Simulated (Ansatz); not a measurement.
Consider CdS in the wurtzite structure (space group P6_3mc, No. 186; a = 4.164 Å, c = 6.769 Å).

Level of theory: Ansatz (a program for electronic structure), r2SCAN, PAW, cutoff 500 eV, spin-orbit coupling left out, earlier PAW set.

Before the change:

The volume per atom comes out as 25.41 Å³ and the space group comes out as P6_3mc (No. 186).

Perturbation: Pd takes the place of S on all its sites; the structure is relaxed again.

**Question.** How does this affect the volume per atom and space group?

**Answer.** The volume per atom shrinks by 1.17 Å³ to 24.24 Å³; the space group goes from P6_3mc (No. 186) to P6_3/mmc (No. 194).

Stability against distortions was not tested. As relaxed here, CdPd is a hypothetical phase, not in the database extracts checked. All final runs are without spin polarisation.
